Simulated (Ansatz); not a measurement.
Given:

```
CELL_PARAMETERS angstrom
      0.00000     2.71686     2.71686
      2.71686     0.00000     2.71686
      2.71686     2.71686     0.00000
ATOMIC_POSITIONS crystal
  Si 0.50000 0.50000 0.50000
  Si 0.75000 0.75000 0.75000
```

No spin polarisation.

The values are results of PBEsol in Ansatz (plane waves to 420 eV, PAW, scalar-relativistic without spin-orbit coupling), not measurements. k-mesh 11×11×11 (Γ-centred); smearing 0.05 eV (Fermi–Dirac).

Task: Predict the electron mass.

Result: 0.93 mₑ along k, 0.19 mₑ across (off the special points).

Task: Estimate the band gap.

Result: 0.47 eV.

Task: Predict the hole mass (degenerate bands, along [100]).

Result: 0.17, 0.26, 0.26 mₑ (at Γ).

Task: What space group does the calculation give?

Result: Fd-3m (No. 227).

Effective masses come from finite differences of ±0.01 Å⁻¹. Along k means along the line from Γ to the band edge. Stability against distortions was not tested. The cell was made from Ge by this change: Ge → Si.

Ansatz is a quantum-chemistry and plane-wave program.
